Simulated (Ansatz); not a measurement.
Start from VN in the rock salt structure (space group Fm-3m, No. 225; a = 4.0732 Å). Axes: x, y, z lie along the cube axes.

Level of theory: Kohn–Sham DFT with the PBEsol functional, run in Ansatz (a program for electronic structure) with PAW and 420 eV plane waves, no spin-orbit coupling.

Before the change:

Pressure: 0.0 GPa

Perturbation: biaxial strain +0.48 %, plane normal [111], relaxed out of plane (Cartesian); in-plane vectors clamped, the third vector and the atoms free.

Problem. What does the calculation give for the energy relative to the base after the change?

Solution. The energy goes up by 0.6 meV/atom.

Problem. Estimate the effect on the pressure.

Solution. The pressure (mean of the normal stresses, compression positive) goes from zero to -1.7 GPa.

Without a gap, meshes like the base's 20×20×20 leave anisotropic stresses uncertain by several tenths of a GPa, and small strain energies with them. No phonon test of stability was made. Seeded moments were not kept for the base. The final runs are not spin-polarised.
